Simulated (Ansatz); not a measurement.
## GaSnO3 (model structure, started from the PbTiO3 type, P4mm, No. 99, 5 atoms in the cell): properties by level of theory

| level (code) | equilibrium lattice constant a (Å) | lattice parameter c (Å) | cohesive energy (eV/atom) |
|---|---|---|---|
| LDA (Ansatz) | 3.549 | 4.713 | ? |
| PBEsol (Ansatz) | 3.585 | 4.778 | ? |
| r²SCAN (Ansatz) | ? | ? | 4.48 |
| r²SCAN+rVV10 (Ansatz) | ? | 4.732 | ? |

**Question.** Complete the blanks.

**Answer.** 
- LDA (Ansatz, a quantum-chemistry and plane-wave program), cohesive energy (eV/atom): 5.49
- PBEsol (Ansatz), cohesive energy (eV/atom): 4.85
- r²SCAN (Ansatz), equilibrium lattice constant a (Å): 3.588
- r²SCAN (Ansatz), lattice parameter c (Å): 4.763
- r²SCAN+rVV10 (Ansatz), equilibrium lattice constant a (Å): 3.578
- r²SCAN+rVV10 (Ansatz), cohesive energy (eV/atom): 4.63

Ansatz's density-functional and Hartree–Fock values are scalar-relativistic unless marked +SOC, with PAW data made under PBE.

Free atoms are spin-polarised, in the lowest state found; at levels without +SOC their spin–orbit coupling is left out.

Static lattice: no zero-point or thermal effects.

A model structure was made by putting elements into a prototype or built by hand; it is no filed structure, need not be a known phase, and can be a saddle point held by its symmetry.
